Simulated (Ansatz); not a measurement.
An Ansatz (an electronic-structure program) input (PBE (Ansatz; PAW; 420 eV plane waves; no spin-orbit coupling)):

Ansatz 0.2 input:
```yaml
crystal:
  lattice:
    - [7.659249026, 0, 0]
    - [3.829624513, 6.6331042304, 0]
    - [3.829624513, -2.2110347435, 3.0462065474]
  atoms:
    - { symbol: Sr, position: [0, 0, 0] }
    - { symbol: Sn, position: [0, 0.5, 0.5] }
    - { symbol: Se, position: [0, 0.5, 0] }
    - { symbol: Se, position: [0.5, 0.5, 0] }
    - { symbol: Se, position: [0.5, 0, 0] }
basis: { ecutwfc: 420, ecutrho_ratio: 4, xc_grid: 2, fft_grid_basis: typed }
kpoints: { mp_grid: { grid: [9, 9, 9] } }
hamiltonian:
  xc: pbe
  dispersion: none
  pseudopotentials: { kind: paw }
scf: { occupations: { method: fermi_dirac, width: 0.05 } }
relax: { f_tol: 0.005, max_steps: 50, cell: { stress_tol: 0.01, fix: [a, b, gamma] } }
output: { forces: true, stress: true }
checkpoint: { write: state.ck, write_every: 1000 }
```

Q: Which symmetry and how many k-points will the program report, and about how many plane waves at Γ?

A: Space group R-3m (ITA 166) with 12 operations, k-points 85 of 729, and 3011 plane waves at Γ.

Q: And the final pressure?

A: -0.50 GPa (compression positive).

The cells carry an imposed strain or load. Whether these cells are dynamically stable was not tested. The final runs are not spin-polarised. The cell was made from SrSnSe3 in the cubic perovskite structure (space group Pm-3m, No. 221; a hypothetical phase, not in the database extracts checked) by this change: biaxial strain +1.75 %, plane normal [111], relaxed out of plane. Many cubic perovskites are stable only at high temperature; tilts and polar distortions were not tested.
